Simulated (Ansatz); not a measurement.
C (R-3m, No. 166, 4 atoms in the cell; start mp-2516584; another form than the element's usual one), treated with HSE06 (Ansatz, a quantum-chemistry and plane-wave program, PAW).

Settings: plane-wave cutoff 460 eV, 12×12×12 k mesh, Fermi–Dirac smearing 0.01 eV, scalar-relativistic PAW data made under PBE.

The cell is the one relaxed with PBEsol. Conventional cell: a = 2.4586 Å, b = 2.4586 Å, c = 23.3071 Å, α = 90.00°, β = 90.00°, γ = 120.00°.

```
CELL_PARAMETERS angstrom
      1.22930     0.70974     7.76903
     -1.22930     0.70974     7.76903
      0.00000    -1.41947     7.76903
ATOMIC_POSITIONS crystal
  C  0.92153 0.92153 0.92153
  C  0.07847 0.07847 0.07847
  C  0.25486 0.25486 0.25486
  C  0.74514 0.74514 0.74514
```

Problem. List the 10 lowest band energies at Γ above −25 eV (eV, relative to the valence band maximum), grouping those that round alike.

Solution. At Γ: -22.15, -22.04, -9.37, -8.37, -3.98 (×4), 3.71, 8.35.

Note: the run warned that its exchange threshold was loose for the stress; cell and atoms aren't relaxed at this level (pressure -2.6 GPa).

A start named mp-… is a Materials Project structure, which need not be a measured phase.
